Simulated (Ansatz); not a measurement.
The starting structures come from a database of crystals and need not be the phases stable at ambient conditions.

Tunnelling through a barrier is set by its complex band structure: the current falls as exp(−2κd) with the smallest κ.

Input:

```yaml
crystal:
  lattice:
    - [4.10548, 0.00000, 0.00000]
    - [0.00000, 8.20495, 0.00000]
    - [0.00000, 0.00000, 10.41620]
  atoms:
    - { symbol: Bi, position: [0.75000, 0.86411, 0.13345] }
    - { symbol: Bi, position: [0.25000, 0.13589, 0.86655] }
    - { symbol: Bi, position: [0.25000, 0.63589, 0.63345] }
    - { symbol: Bi, position: [0.75000, 0.36411, 0.36655] }
    - { symbol: Se, position: [0.25000, 0.31641, 0.55149] }
    - { symbol: Se, position: [0.75000, 0.68359, 0.44851] }
    - { symbol: Se, position: [0.75000, 0.18359, 0.05149] }
    - { symbol: Se, position: [0.25000, 0.81641, 0.94851] }
    - { symbol: Br, position: [0.25000, 0.01973, 0.31555] }
    - { symbol: Br, position: [0.75000, 0.98027, 0.68445] }
    - { symbol: Br, position: [0.75000, 0.48027, 0.81555] }
    - { symbol: Br, position: [0.25000, 0.51973, 0.18445] }
```

Space group of this cell: Pnma. The cell was relaxed by PBE-D3(BJ); by r2SCAN its mean pressure is 0.9 GPa.

Transport runs along the normal of the first two printed cell vectors.

No gap correction and no spin-orbit coupling; mid-gap values are interpolated between computed energies.

Problem. Give the band gap and the smallest decay constant κ at mid-gap that r2SCAN in Ansatz (an electronic-structure program) yields.

Solution. Gap 1.85 eV on a 8×4×4 mesh; κ = 0.221 1/Å, at (0.000, 0.250) of the in-plane reciprocal vectors. At the zone centre, at the nearest computed energy, the slowest state has κ = 0.30 1/Å.
